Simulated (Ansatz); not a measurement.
SrHfO3 (I4/mcm, No. 140, 10 atoms in the cell; start mp-3721; a measured phase of this formula has another space group) was calculated with PBE0 (PAW; Ansatz, an electronic-structure program).

Numerical settings: plane-wave cutoff 500 eV, 6×6×6 k mesh, gaussian smearing 0.02 eV, scalar-relativistic PAW data made under PBE.

Cell (relaxed with PBEsol):

```
CELL_PARAMETERS angstrom
     -2.85723     2.85723     4.13579
      2.85723    -2.85723     4.13579
      2.85723     2.85723    -4.13579
ATOMIC_POSITIONS crystal
  Sr 0.25000 0.75000 0.50000
  Sr 0.75000 0.25000 0.50000
  Hf 0.50000 0.50000 0.00000
  Hf 0.00000 0.00000 0.00000
  O  0.69254 0.19254 0.88508
  O  0.30746 0.80746 0.11492
  O  0.19254 0.30746 0.50000
  O  0.80746 0.69254 0.50000
  O  0.75000 0.75000 0.00000
  O  0.25000 0.25000 0.00000
```

**Question.** Predict the band gap.

**Answer.** 
* **band gap**: 6.55 eV (on the SCF k mesh)

Note: cell and atoms aren't relaxed at this level (pressure 1.9 GPa).

Spin–orbit coupling is not included.

Static lattice: no zero-point or thermal effects.

A start named mp-… is a Materials Project structure, which need not be a measured phase.
